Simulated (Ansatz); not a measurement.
**Response to strain in In2Ge2O7**

Take In2Ge2O7 (space group C2/m, No. 12) as the base.

```xyz
11
Lattice="3.3272 -4.4339 0.0000 3.3272 4.4339 0.0000 -1.0388 0.0000 4.8504" Properties=species:S:1:pos:R:3 pbc="T T T"
In     3.3272     1.7111     0.0000
In     3.3272    -1.7111     0.0000
Ge     4.4609     0.0000     2.8824
Ge     1.1548     0.0000     1.9680
O      1.3807    -1.4784     1.0275
O      4.2349     1.4784     3.8229
O      4.2349    -1.4784     3.8229
O      1.3807     1.4784     1.0275
O     -0.5194     0.0000     2.4252
O      1.9940     0.0000     3.5244
O      3.6216     0.0000     1.3260
```

Cartesian axes are those of the cell as printed.

Strains are applied to the cell and any free atomic positions relax; under biaxial strain the out-of-plane vector relaxes too.

Calculations: PBEsol, PAW, 420 eV (Ansatz, a quantum-chemistry and plane-wave program; no spin-orbit coupling).

Notes on the quantities. pressure: mean of the normal stresses, compression positive.

| case | band gap | pressure | shortest interatomic distance | width of the top valence band |
|---|---|---|---|---|
| base | 1.99 eV | 0.0 kbar | 1.735 Å | 0.25 eV |
| biaxial strain +1.01 %, plane normal [001], relaxed out of plane | 1.90 eV | -11.9 kbar | 1.738 Å | 0.28 eV |
| biaxial strain +2.42 %, plane normal [001], relaxed out of plane | 1.77 eV | -27.5 kbar | 1.741 Å | 0.31 eV |
| uniaxial strain ε_zz = +2.73 % | 1.77 eV | -37.2 kbar | 1.743 Å | 0.25 eV |

Gaps are read on the SCF mesh and a high-symmetry path. Stability against distortions was not tested.
